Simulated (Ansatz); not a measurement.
Base system: GaN (space group P6_422, No. 181; a = 3.1251 Å, c = 7.3587 Å; a hypothetical phase, not in the database extracts checked).

Now apply this change: an isotropic linear strain of +4.69 %, atoms relaxed at fixed cell.

Levels (all Ansatz, a program for electronic structure, PAW): PBEsol (420 eV, no spin-orbit coupling); r2SCAN (500 eV, spin-orbit coupling left out).

The geometry is relaxed with PBEsol.

* **PBEsol lowest conduction level above the VBM at special points**: Γ 0.31 eV; A 2.37 eV; M 2.53 eV; L 2.61 eV
* **PBEsol gap character**: direct at Γ
* **PBEsol pressure**: -202.8 kbar

Q: What does r2SCAN give at this geometry for the lowest conduction level above the VBM at special points, gap character and pressure?

A: The lowest conduction level above the VBM at special points goes from Γ 0.31 eV; A 2.37 eV; M 2.53 eV; L 2.61 eV to Γ 0.71 eV; A 2.79 eV; M 3.08 eV; L 3.14 eV; the gap character stays direct at Γ; the pressure drops by 7.2 kbar, from -202.8 kbar to -210.0 kbar.

Single points use the geometry relaxed with PBEsol. Their cutoffs differ, which shifts pressures a little. Whether these cells are dynamically stable was not tested. The base started in P3_121 and relaxed to P6_422 at this level.
